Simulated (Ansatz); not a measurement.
Levels about the gap of amorphous silicon oxynitride (Si$_{30}$N$_{38}$O$_{3}$) (71 atoms in a cell of 806 Å³, 2.93 g/cm³; zone centre alone, so wide bands show as single levels with stretches between that a denser mesh fills), at the geometry that PBE relaxed, where it gives 1.9 GPa on a denser mesh. The participation number counts the atoms over which a state spreads; weights are charges in smoothed Voronoi cells. The levels come from a single point, so bond lengths are those of that geometry. Method of the levels: PBE, scalar-relativistic without spin-orbit coupling (Ansatz, an electronic-structure program). Sampling: the zone centre alone; Fermi-Dirac width 0.02 eV; no spin polarisation. At PBE the levels at the filled edge of the gap are localised (band-tail or defect states), and the nearest spread-out levels lie 3.0 eV apart at the zone centre.

The cell was made by melting and quenching with the CHGNet potential and then relaxed with DFT. O and N atoms were pushed apart under 1.9 Å during the dynamics, to hinder bonds among them. The hot cell started wider than the set density and was brought back towards it in steps. It is the lowest in DFT energy of 2 quenches. It is a model cell: composition and starting density were chosen by hand, and all elements were melted together. No dispersion term was used. Its density started from a set value of 2.93 and ended at 2.93 g/cm³. The quench (nominally 300 K/ps over its main leg) was far faster than any real one, so the model tends to hold more defects than a real film. Values belong to this one cell and scatter from quench to quench. The volume was held where the preparation left it and the shape relaxed, at a PBE pressure of 1.9 GPa. Stress components on the final sampling reach 2.0 GPa.

| E - E(highest filled), eV | filling | participation number | largest on | weight N | weight Si | weight O |
|---|---|---|---|---|---|---|
| -0.74 | filled | 19.9 | N, 3 neighbours | 0.89 | 0.10 | 0.01 |
| -0.69 | filled | 14.6 | N, 3 neighbours | 0.87 | 0.10 | 0.03 |
| -0.58 | filled | 21.5 | N, 3 neighbours | 0.89 | 0.09 | 0.01 |
| -0.48 | filled | 14.8 | N, 3 neighbours | 0.89 | 0.10 | 0.02 |
| -0.33 | filled | 12.9 | N, 2 neighbours | 0.89 | 0.10 | 0.01 |
| -0.08 | filled | 6.4 | N, 2 neighbours | 0.88 | 0.12 | 0.01 |
| 0.00 | filled | 8.7 | N, 3 neighbours | 0.90 | 0.10 | 0.00 |
| 2.68 | empty | 13.4 | Si, 4 neighbours | 0.47 | 0.50 | 0.03 |
| 3.14 | empty | 23.1 | Si, 4 neighbours | 0.45 | 0.52 | 0.03 |
| 3.44 | empty | 22.1 | Si, 4 neighbours | 0.43 | 0.56 | 0.01 |
| 3.62 | empty | 8.6 | Si, 3 neighbours | 0.41 | 0.55 | 0.04 |
| 3.82 | empty | 25.1 | Si, 3 neighbours | 0.43 | 0.55 | 0.02 |
| 3.92 | empty | 37.4 | Si, 3 neighbours | 0.41 | 0.57 | 0.03 |
| 4.20 | empty | 28.8 | Si, 4 neighbours | 0.44 | 0.55 | 0.01 |

Most localised among these is the filled level at -0.08 eV, on a N atom, which has 2 neighbours (Si 1.64 Å, Si 1.67 Å).
